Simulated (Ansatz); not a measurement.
Base system: TiAl₃ (space group I4/mmm, No. 139; a = 3.846 Å, c = 8.620 Å).

The values are results of PBE/PAW in Ansatz (a program for electronic structure), no spin-orbit coupling, not measurements.

One change was made to it. Results:

The shortest interatomic distance falls by 0.098 Å (2.719 Å → 2.621 Å); the c/a ratio decreases by 0.006, from 2.241 to 2.235.

Task: Which change produced these results?
A) pressure 30 GPa
B) pressure −1 GPa
C) pressure 75 GPa
D) pressure 15 GPa
E) pressure −2 GPa

Result: D, pressure 15 GPa. For comparison, the shortest interatomic distance in the other runs: pressure −2 GPa gives 2.737 Å; pressure −1 GPa gives 2.728 Å; pressure 30 GPa gives 2.553 Å; pressure 75 GPa gives 2.421 Å.

Load acts through the strain it causes; cell and atoms are relaxed under it. Whether these cells are dynamically stable was not tested. No other phases were tried under pressure. The final runs are not spin-polarised.
